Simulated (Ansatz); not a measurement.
A hypothetical phase is included: elements placed on a structure type, which no database files for this compound.

Tunnelling through a barrier is set by its complex band structure: the current falls as exp(−2κd) with the smallest κ.

Consider the following.

```
CELL_PARAMETERS angstrom
      4.42052     0.00000     0.00000
      0.00000     4.42052     0.00000
      0.00000     0.00000     4.42052
ATOMIC_POSITIONS crystal
  B  0.75000 0.00000 0.50000
  B  0.50000 0.75000 0.00000
  B  0.50000 0.25000 0.00000
  B  0.25000 0.00000 0.50000
  B  0.00000 0.50000 0.75000
  B  0.00000 0.50000 0.25000
  N  0.75000 0.50000 0.00000
  N  0.00000 0.75000 0.50000
  N  0.00000 0.25000 0.50000
  N  0.25000 0.50000 0.00000
  N  0.50000 0.00000 0.75000
  N  0.50000 0.00000 0.25000
```

The cell was relaxed by PBE-D3(BJ).

Transport runs along the normal of the first two printed cell vectors, the (001) plane of the conventional cell.

No gap correction and no spin-orbit coupling; mid-gap is the computed energy nearest the middle.

Task: Give the band gap and the smallest decay constant κ at mid-gap that r2SCAN (Ansatz, an electronic-structure program) yields.

Result: Gap 4.78 eV on a 8×8×8 mesh; κ = 0.352 1/Å, at the zone centre.
